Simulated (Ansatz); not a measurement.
**A computed series for Ag: response to strain**

The reference is Ag in the fcc (Cu type) structure (space group Fm-3m, No. 225; a = 4.0538 Å; relaxed with 0.1 eV smearing). Axes: x, y, z lie along the cube axes.

Strains are applied to the cell and any free atomic positions relax; under biaxial strain the out-of-plane vector relaxes too.

Computed with PBEsol (Ansatz, a program for electronic structure; PAW; 420 eV plane waves; scalar-relativistic without spin-orbit coupling).

Notes on the quantities. in-plane stress: mean in-plane stress (compression positive).

| case | out-of-plane strain | in-plane stress |
|---|---|---|
| biaxial strain −2.50 %, plane normal [111], relaxed out of plane | +2.15 % | +6.3 GPa |
| biaxial strain −2.08 %, plane normal [111], relaxed out of plane | +1.78 % | +5.1 GPa |
| biaxial strain −1.67 %, plane normal [111], relaxed out of plane | +1.42 % | +3.9 GPa |
| biaxial strain −1.25 %, plane normal [111], relaxed out of plane | +1.06 % | +2.8 GPa |
| biaxial strain −0.42 %, plane normal [111], relaxed out of plane | +0.36 % | +0.9 GPa |
| biaxial strain +1.25 %, plane normal [111], relaxed out of plane | -1.06 % | -2.3 GPa |
| biaxial strain +1.67 %, plane normal [111], relaxed out of plane | -1.42 % | -3.0 GPa |
| biaxial strain +2.08 %, plane normal [111], relaxed out of plane | -1.78 % | -3.6 GPa |
| biaxial strain +2.50 %, plane normal [111], relaxed out of plane | [?] | [?] |

Task: Some entries are withheld; estimate them.

Result: 
- biaxial strain +2.50 %, plane normal [111], relaxed out of plane, out-of-plane strain: -2.16 %
- biaxial strain +2.50 %, plane normal [111], relaxed out of plane, in-plane stress: -4.1 GPa

No phonon test of stability was made.
